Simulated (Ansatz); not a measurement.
Ansatz (a first-principles code) run on LiHF2 (R3m, 4 atoms in the cell): self-consistent single point.

Method of the run: PBEsol, harder PAW files (source: ansatz) made with PBE (plane waves; Ansatz).

The change in words: lattice scaled by 0.98; basis.ecutwfc: 420 eV → 1050 eV; hamiltonian.pseudopotentials: {kind: paw} (the program's default PAW files) → {kind: paw, source: ansatz}. Reference geometry:
```
CELL_PARAMETERS angstrom
      1.46258     0.84442     4.35359
     -1.46258     0.84442     4.35359
      0.00000    -1.68885     4.35359
ATOMIC_POSITIONS crystal
  Li 0.00383 0.00383 0.00383
  H  0.50000 0.50000 0.50000
  F  0.41331 0.41331 0.41331
  F  0.58669 0.58669 0.58669
```

Reference input (self-consistent single point, DFT, PBEsol, plane waves, default PAW files made with PBE): basis.ecutwfc = 420 eV; kpoints.mp_grid.grid = 10 10 10; hamiltonian.xc = pbesol; hamiltonian.pseudopotentials = {kind: paw} (the program's default PAW files); scf.occupations.method = fixed. This run's input differs from it in these lines:

Ansatz 0.2 input:
```diff
@@ -2,5 +2,5 @@
   lattice:
-    - [1.46258400, 0.84442300, 4.35359000]
-    - [-1.46258400, 0.84442300, 4.35359000]
-    - [0.00000000, -1.68884600, 4.35359000]
+    - [1.43333200, 0.82753500, 4.26651800]
+    - [-1.43333200, 0.82753500, 4.26651800]
+    - [0.00000000, -1.65506900, 4.26651800]
   atoms:
@@ -11,3 +11,3 @@
 basis:
-  ecutwfc: 420.0 eV
+  ecutwfc: 1050.0 eV
 kpoints:
@@ -16,3 +16,3 @@
   xc: pbesol
-  pseudopotentials: { kind: paw }
+  pseudopotentials: { kind: paw, source: ansatz }
 scf:
```

Output (repeated stretches shortened):

```
SCF iter   1: F=—  HF=-1824.006460 eV  |F-HF|=—  |Δ(HF+E_count)|=         —  Δρ=7.98e-2  dr2=1.72e0  ethr=3.10e-3  ⟨swp⟩=4.1  Hψ=7358  notcnv=0  defer=224
all-band conjugate gradients solve this SCF's bands
preconditioner: auto → none
SCF iter   2: F=—  HF=-1823.339432 eV  |F-HF|=—  |Δ(HF+E_count)|=   6.67e-1  Δρ=3.36e-2  dr2=1.57e-1  ethr=3.10e-3  ⟨swp⟩=2.2  Hψ=3733  notcnv=0  defer=213
SCF iter   3: F=—  HF=-1823.305232 eV  |F-HF|=—  |Δ(HF+E_count)|=   3.42e-2  Δρ=1.26e-2  dr2=2.94e-2  ethr=8.71e-4  ⟨swp⟩=2.1  Hψ=2803  notcnv=0  defer=227
   [... lines left out ...]
SCF iter   5: F=—  HF=-1823.303441 eV  |F-HF|=—  |Δ(HF+E_count)|=   5.35e-4  Δρ=7.64e-4  dr2=4.74e-5  ethr=7.73e-6  ⟨swp⟩=2.8  Hψ=2602  notcnv=0  defer=232
SCF iter   6: F=—  HF=-1823.303478 eV  |F-HF|=—  |Δ(HF+E_count)|=   3.62e-5  Δρ=3.49e-4  dr2=2.08e-5  ethr=2.64e-7  ⟨swp⟩=2.0  Hψ=2792  notcnv=0  defer=230
SCF iter   7: F=—  HF=-1823.303472 eV  |F-HF|=—  |Δ(HF+E_count)|=   5.75e-6  Δρ=5.28e-5  dr2=2.85e-7  ethr=1.15e-7  ⟨swp⟩=2.5  Hψ=2214  notcnv=0  defer=229
SCF iter   8: F=-1823.303472 eV  HF=-1823.303472 eV  |F-HF|=3.37e-9  |Δ(HF+E_count)|=   3.74e-7  Δρ=5.84e-6  dr2=1.10e-8  ethr=5.56e-10  ⟨swp⟩=8.1  Hψ=8322  notcnv=0
SCF 1 converged in 8 iterations: F = -1823.303472 eV  dr2 = 1.10e-8
Free energy (F): -1823.303472 eV
Internal energy: -1823.303472 eV  (E = F + TS)
E sigma→0 (E₀):  -1823.303472 eV
Fermi energy:    -0.339040 eV
--- Forces (eV/Å), atoms counted from 1 ---
  atom   1  Li     0.00000000    -0.00000001    -0.24405338
  atom   2  H      0.00000000     0.00000001     0.23124277
  atom   3  F     -0.00000000    -0.00000002    -0.61926090
  atom   4  F     -0.00000000     0.00000002     0.63206297
--- Stress (GPa, compression-positive) ---
        5.534323       0.000000       0.000000
        0.000000       5.534323       0.000000
        0.000000       0.000000      14.981865
  P = ⅓ Tr σ = 8.6835 GPa (86.835 kbar)
  The stress holds the Pulay correction. Without it, at fixed plane waves, as pw.x and ABINIT print it: P = 8.6555 GPa
```

The run converged in 8 iterations. Against the reference run the pressure goes from 2.95 to 8.68 GPa, the largest force goes from 0.226 to 0.632 eV/Å and the gap on the mesh goes from 8.316 to 8.660 eV.

The starting cell comes from a database of computed structures (which also holds hypothetical and non-ambient phases and stackings), without a prior relaxation at this level. Its lattice was rescaled by up to half a per cent. One atom was moved a little off its site on purpose. For this run, on top of that: lattice scaled by 0.98. Ansatz's pressure includes its estimate of the finite-basis (Pulay) stress.
